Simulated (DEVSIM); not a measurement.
Device: abrupt Si p-n junction, at 250 K.

```
layer (left to right)  material  thickness (μm)  Nd (cm⁻³)  Na (cm⁻³)  τn (s)  τp (s)
---------------------  --------  --------------  ---------  ---------  ------  ------
1                            Si            63.0          -     6.3e15  1.4e-6  1.4e-6
2                            Si            2.30     1.3e16          -  1.4e-6  1.4e-6
```

Left contact: ohmic. Right contact: ohmic. Voltage is applied to the left contact. Recombination: SRH at mid-gap, radiative, Auger. Mobility is μmin + (μ − μmin)/(1 + (N/Nref)^α).

This is a model device: material constants are rounded textbook-type values typed into the input, and sizes, dopings and lifetimes were drawn at random. Values at 300 K; Nc and Nv go as T^1.5, mobilities as T to minus their exponent, the gap by Varshni's rule with the affinity fixed.

```csv
parameter,Si
gap (eV),1.124
affinity (eV),4.05
permittivity,11.7
Nc (cm⁻³),2.86e19
Nv (cm⁻³),3.1e19
μn (cm²/Vs),1417
μp (cm²/Vs),470
"μn,min",52
"μp,min",45
"Nref,n",9.7e16
"Nref,p",2.2e17
αn,0.68
αp,0.72
T exponent of μn,2.3
T exponent of μp,2.2
B (cm³/s),4.7e-15
Cn (cm⁶/s),2.8e-31
Cp (cm⁶/s),9.9e-32
Varshni α (eV/K),0.000473
Varshni β (K),636
```

Simulated with DEVSIM: 1D drift-diffusion, Boltzmann statistics, complete ionisation; no tunnelling, impact ionisation, image-force lowering or self-heating.

The thickness of layer 1 was swept, all else fixed.

```json
[
 {"thickness of layer 1 (μm)": "13", "dark forward voltage at 1 A/cm² (V)": "0.696"},
 {"thickness of layer 1 (μm)": "22", "dark forward voltage at 1 A/cm² (V)": "0.702"},
 {"thickness of layer 1 (μm)": "38", "dark forward voltage at 1 A/cm² (V)": "0.708"},
 {"thickness of layer 1 (μm)": "63", "dark forward voltage at 1 A/cm² (V)": "0.714"},
 {"thickness of layer 1 (μm)": "110", "dark forward voltage at 1 A/cm² (V)": "0.723"},
 {"thickness of layer 1 (μm)": "190", "dark forward voltage at 1 A/cm² (V)": "0.735"},
 {"thickness of layer 1 (μm)": "320", "dark forward voltage at 1 A/cm² (V)": "0.752"}
]
```

From the first row to the last the dark forward voltage at 1 A/cm² goes from 0.696 to 0.752.
